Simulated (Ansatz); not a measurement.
# BHO2 (P2₁/c, No. 14; cell taken from a computed entry)

Computed with r²SCAN+rVV10 in Ansatz (PAW).

Numerical settings: plane-wave cutoff 500 eV, 6×6×6 k mesh, Fermi–Dirac smearing 0.05 eV, scalar-relativistic PAW data made under PBE.

Cell: relaxed at this level.

```yaml
volume_per_atom: 8.40 Å³/atom
band_gap: 7.16 eV (on the SCF k mesh)
```

Note: the relaxation could not lower the start's symmetry, so the cell can be a saddle point above a distorted one.

Computed values are for the static lattice.

Ansatz is a program for electronic structure.
